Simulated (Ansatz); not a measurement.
Consider Al2O3 (space group Cc, No. 9; a hypothetical phase, not in the database extracts checked).

```xyz
10
Lattice="4.9112 -2.7651 0.0000 4.9112 2.7651 0.0000 -3.0915 0.0000 4.7871" Properties=species:S:1:pos:R:3 pbc="T T T"
Al    -0.7914     0.4237     2.4762
Al     0.7544    -0.4237     0.0826
Al     5.7852     0.3083     2.3563
Al     4.2394    -0.3083     4.7499
O     -1.1414     0.7904     4.2351
O      0.4043    -0.7904     1.8416
O      5.9024     0.0204     4.1338
O      7.4481    -0.0204     1.7402
O      3.1866     0.9023     4.1521
O      4.7323    -0.9023     1.7585
```

Cartesian axes are those of the cell as printed.

Calculations: Ansatz (an electronic-structure program) PBE, without spin-orbit coupling.

Before the change:

* **Pressure**: 0.00 GPa

Modification: the cell is stretched by 0.98 % along z with no lateral relaxation; the atoms relax in the strained cell.

How does this affect the pressure and energy relative to the base?

The pressure (mean of the normal stresses, compression positive) goes from zero to -0.97 GPa; the energy goes up by 0.7 meV/atom.

Stability against distortions was not tested.
